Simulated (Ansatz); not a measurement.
BeS (model structure, started from the BN type, Pm-3n, No. 223, 12 atoms in the cell), treated with PBEsol in Ansatz (plane waves, PAW).

Settings: plane-wave cutoff 520 eV, 6×6×6 k mesh, Fermi–Dirac smearing 0.01 eV, scalar-relativistic PAW data made under PBE.

Cell (relaxed with PBEsol):

```xyz
12
Lattice="5.9648 0.0000 0.0000 0.0000 5.9648 0.0000 0.0000 0.0000 5.9648" Properties=species:S:1:pos:R:3 pbc="T T T"
Be     1.4912     0.0000     2.9824
Be     2.9824     1.4912     0.0000
Be     2.9824     4.4736     0.0000
Be     4.4736     0.0000     2.9824
Be     0.0000     2.9824     4.4736
Be     0.0000     2.9824     1.4912
S      1.4912     2.9824     0.0000
S      0.0000     1.4912     2.9824
S      0.0000     4.4736     2.9824
S      4.4736     2.9824     0.0000
S      2.9824     0.0000     4.4736
S      2.9824     0.0000     1.4912
```

Question: Give the computed band gap, smallest direct gap on the k points sampled and Γ–Γ gap.

Answer: 
* **band gap**: 3.13 eV (indirect)
* **smallest direct gap on the k points sampled**: 3.30 eV
* **Γ–Γ gap**: 3.70 eV

Note: the relaxation could raise the start's symmetry but not lower it, so the cell can be a saddle point.

A model structure was made by putting elements into a prototype or built by hand; it is no filed structure, need not be a known phase, and can be a saddle point held by its symmetry.

Ansatz is a program for electronic structure.
